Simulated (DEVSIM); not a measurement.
System: Ti/SiO2/n-Si capacitor, at 500 K.

```
layer (left to right)  material  thickness (nm)  Nd (cm⁻³)
---------------------  --------  --------------  ---------
1                          SiO2            50.0          -
2                            Si            1600     1.3e17
```

Metal gate on the left, work function 4.33 eV. Fixed charge at the semiconductor interface 0 cm⁻² (in units of +e); interface traps 9.6e10 cm⁻² eV⁻¹, uniform in energy, neutral level at 0.5 of the gap above the valence band.

This is a model device: material constants are rounded textbook-type values typed into the input, and sizes, dopings and lifetimes were drawn at random. Values at 300 K; Nc and Nv go as T^1.5, mobilities as T to minus their exponent, the gap by Varshni's rule with the affinity fixed.

```tsv
parameter	SiO2	Si
gap (eV)	9	1.124
affinity (eV)	0.9	4.05
permittivity	3.9	11.7
Nc (cm⁻³)	-	2.86e19
Nv (cm⁻³)	-	3.1e19
Varshni α (eV/K)	-	0.000473
Varshni β (K)	-	636
```

Simulated with DEVSIM: 1D Poisson equation in equilibrium, Boltzmann statistics, complete ionisation; no quantum confinement or tunnelling. Metal contacts follow the ideal Schottky-Mott rule: no Fermi-level pinning, no interface dipoles.

Problem. Tabulate band edges, carrier densities and field at 3.0 V on the gate.

Solution. Energies count from the Fermi level of the right contact; mesh points crowd at the junctions.

| x (μm) | Ec (eV) | Ev (eV) | n (cm⁻³) | p (cm⁻³) | field (V/cm) |
|---|---|---|---|---|---|
| 0.000 | 0.430 | -8.570 | < 1e2 | < 1e2 | 570000 |
| 0.001514 | 0.516 | -8.484 | < 1e2 | < 1e2 | 570000 |
| 0.004908 | 0.710 | -8.290 | < 1e2 | < 1e2 | 570000 |
| 0.01297 | 1.169 | -7.831 | < 1e2 | < 1e2 | 570000 |
| 0.03399 | 2.368 | -6.633 | < 1e2 | < 1e2 | 570000 |
| 0.04353 | 2.912 | -6.088 | < 1e2 | < 1e2 | 570000 |
| 0.04790 | 3.160 | -5.840 | < 1e2 | < 1e2 | 570000 |
| 0.05004 | 0.130 | -0.935 | 3.0e18 | 2.5e10 | 180000 |
| 0.05174 | 0.156 | -0.910 | 1.7e18 | 4.5e10 | 130000 |
| 0.05559 | 0.192 | -0.874 | 7.2e17 | 1.0e11 | 70000 |
| 0.06458 | 0.231 | -0.834 | 2.9e17 | 2.6e11 | 27000 |
| 0.09861 | 0.262 | -0.803 | 1.4e17 | 5.4e11 | 2100 |
| 0.1648 | 0.265 | -0.800 | 1.3e17 | 5.8e11 | 22 |
| 0.3193 | 0.265 | -0.800 | 1.3e17 | 5.8e11 | ≈ 0 |
| 0.8767 | 0.265 | -0.800 | 1.3e17 | 5.8e11 | ≈ 0 |
| 1.319 | 0.265 | -0.800 | 1.3e17 | 5.8e11 | ≈ 0 |
| 1.509 | 0.265 | -0.800 | 1.3e17 | 5.8e11 | ≈ 0 |
| 1.590 | 0.265 | -0.800 | 1.3e17 | 5.8e11 | ≈ 0 |
| 1.632 | 0.265 | -0.800 | 1.3e17 | 5.8e11 | ≈ 0 |
| 1.643 | 0.265 | -0.800 | 1.3e17 | 5.8e11 | ≈ 0 |
| 1.648 | 0.265 | -0.800 | 1.3e17 | 5.8e11 | ≈ 0 |
| 1.650 | 0.265 | -0.800 | 1.3e17 | 5.8e11 | ≈ 0 |
